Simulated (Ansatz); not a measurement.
Consider GaSb in the zinc blende structure (space group F-43m, No. 216; a = 6.111 Å). Axes: x, y, z lie along the cube axes.

Calculations: PBEsol in Ansatz (plane waves to 420 eV, PAW, spin-orbit coupling left out).

Strains are applied to the cell and any free atomic positions relax; under biaxial strain the out-of-plane vector relaxes too.

One change was made to it. Results:

```csv
quantity,base,after
band gap,zero,0.35 eV
energy relative to the base (free energy F),0 meV/atom,+11 meV/atom
```

Name the change that was made.
A) biaxial strain −1.63 %, plane normal [110], relaxed out of plane
B) isotropic strain +1.16 %
C) isotropic strain −1.61 %
D) uniaxial strain ε_zz = −3.04 %

C, isotropic strain −1.61 %. For comparison, the band gap in the other runs: biaxial strain −1.63 %, plane normal [110], relaxed out of plane gives 0.09 eV; isotropic strain +1.16 % gives zero; uniaxial strain ε_zz = −3.04 % gives 0.10 eV.

With Sb present, leaving out spin-orbit coupling can change the band edges. Stability against distortions was not tested. The final runs are not spin-polarised. The zero or small gap of GaSb can change with the level of theory.

Ansatz is a first-principles code.
